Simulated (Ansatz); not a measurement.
Formation energy of the bound charge states of H interstitial in rock-salt LiF (start: void with 4F4Li nearest; 64-site cell, 2×2×2 shifted sampling) against the Fermi level, F-rich (Δμ(H) = -2.74 eV, bounded by HF molecule; only phases computed here count, gases as isolated molecules at 0 K). Calculation: PBE, PAW (plane waves to 420 eV; Ansatz, a first-principles code).

Cell and caveats: 64-site cell; 2×2×2 shifted k-points; host gap 8.83 eV; charged states image-corrected; not converged in cell size; flagged in the runs: a doubtful potential alignment.

| E_F − E_VBM (eV) | q = +1 | q = 0 | q = −1 |
|---|---|---|---|
| 0.00 | 0.55 | 6.35 | 11.20 |
| 1.10 | 1.65 | 6.35 | 10.10 |
| 2.21 | 2.75 | 6.35 | 9.00 |
| 3.31 | 3.86 | 6.35 | 7.89 |
| 4.41 | 4.96 | 6.35 | 6.79 |
| 5.52 | 6.06 | 6.35 | 5.69 |
| 6.62 | 7.17 | 6.35 | 4.58 |
| 7.72 | 8.27 | 6.35 | 3.48 |
| 8.83 | 9.37 | 6.35 | 2.38 |

Crossings of the lowest lines: (+1/−1) at 5.33 eV.
